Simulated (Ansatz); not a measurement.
## Point defect H on the N site in metastable zinc-blende GaN

These are PBE, PAW (plane waves to 420 eV; Ansatz, a first-principles code) values and carry that method's errors. Cell: 64 sites, 2×2×2; final energies on a 2×2×2 shifted mesh. Site at the start: the N site. Finite-size correction: monopole term and site-potential alignment. Dielectric constants: PBE linear response of the host. Host gap at this level: 1.54 eV. A cell of this size leaves errors of a few tenths of an eV. PBE underestimates the host's gap, which shifts levels and can delocalise carriers. Spin–orbit coupling is left out. Each state is the lowest found from its start.

Formation energies E_f are given with the Fermi level at the valence-band maximum. Chemical conditions: Ga-rich (Δμ(N) = -0.87 eV, Δμ(H) = -0.045 eV, bounded by NH3 molecule; only phases computed here count, gases as isolated molecules at 0 K); N-rich (Δμ(N) = 0.00 eV, Δμ(H) = -0.34 eV, bounded by NH3 molecule; only phases computed here count, gases as isolated molecules at 0 K). Reference phases: H: H2 molecule in a box, N: N2 molecule in a box.

```csv
charge,moment (μB),largest move off a lattice site (Å),image correction with alignment (eV),"E_f, Ga-rich (eV)","E_f, N-rich (eV)"
+2,not spin-polarised,0.21,0.48,-0.18,0.99
+1*,1.0,0.14,–,–,–
0*,not spin-polarised,0.08,–,–,–
−1*,quenched,1.13,–,–,–
```

* At this level the carrier isn't localised at the defect: at charge +1 electrons occupy the conduction band; at charge 0 electrons occupy the conduction band; at charge −1 electrons occupy the conduction band. Such a state is shallow or no state of the defect, and this cell gives it no level.

Starting moments that weren't kept: charge −1 began with 1 μB and ended with 0.0.
